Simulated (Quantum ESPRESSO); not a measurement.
Worked example: self-consistent single point of WC (P-6m2, 2 atoms in the cell) in Quantum ESPRESSO.

Computed with PBE, PseudoDojo standard norm-conserving (PBE) pseudopotentials (plane waves; Quantum ESPRESSO 7.5).

```xyz
2
Lattice="2.9218 0.0000 0.0000 -1.4609 2.5304 0.0000 0.0000 0.0000 2.8446" Properties=species:S:1:pos:R:3 pbc="T T T"
W      0.0000     0.0000     0.0000
C      1.4609     0.8435     1.4223
```

Reference input (self-consistent single point, DFT, PBE, plane waves, PseudoDojo standard norm-conserving (PBE) pseudopotentials): ecutwfc = 85 Ry; occupations = smearing; smearing = gaussian; degauss = 0.0099958 Ry; potentials = {W: W.upf, C: C.upf}; K_POINTS = automatic 10 10 9 0 0 0; conv_thr = 1e-09 Ry. This run's input differs from it in these lines:

```diff
@@ -27,3 +27,3 @@
 K_POINTS {automatic}
-10 10 9  0 0 0
+9 9 8  0 0 0
 CELL_PARAMETERS {angstrom}
```

The program printed (abridged):

```
     Self-consistent Calculation

     iteration #  1     ecut=    85.00 Ry     beta= 0.70

     total energy              =    -163.53151888 Ry
     estimated scf accuracy    <       0.45550797 Ry

     iteration #  2     ecut=    85.00 Ry     beta= 0.70

     total energy              =    -163.61593511 Ry
     estimated scf accuracy    <       0.89567966 Ry

     iteration #  3     ecut=    85.00 Ry     beta= 0.70

     total energy              =    -163.77218838 Ry
     estimated scf accuracy    <       0.00374726 Ry

   [... 5 blocks of this kind left out ...]

     iteration #  9     ecut=    85.00 Ry     beta= 0.70

     total energy              =    -163.77508151 Ry
     estimated scf accuracy    <          1.3E-09 Ry

     iteration # 10     ecut=    85.00 Ry     beta= 0.70
     End of self-consistent calculation

     the Fermi energy is    20.2203 ev

!    total energy              =    -163.77508151 Ry
     estimated scf accuracy    <          2.2E-11 Ry
     smearing contrib. (-TS)   =      -0.00029843 Ry
     internal energy E=F+TS    =    -163.77478308 Ry

     convergence has been achieved in  10 iterations

     Forces acting on atoms (cartesian axes, Ry/au):

     atom    1 type  1   force =     0.00000000    0.00000000    0.00000000
     atom    2 type  2   force =     0.00000000    0.00000000    0.00000000

     Total force =     0.000000     Total SCF correction =     0.000000

          total   stress  (Ry/bohr**3)                   (kbar)     P=        6.39
   0.00003534   0.00000000   0.00000000            5.20        0.00        0.00
   0.00000000   0.00003534   0.00000000            0.00        5.20        0.00
   0.00000000   0.00000000   0.00005963            0.00        0.00        8.77

   JOB DONE.
```

The run converged in 10 iterations. Against the reference run the free energy rises by 1.7 meV/atom and the pressure moves little (0.55 to 0.64 GPa).

The starting cell comes from a database of computed structures (which also holds hypothetical and non-ambient phases and stackings), without a prior relaxation at this level. Its lattice was rescaled by a random factor within 2.5 % of one. Spin polarisation is off.
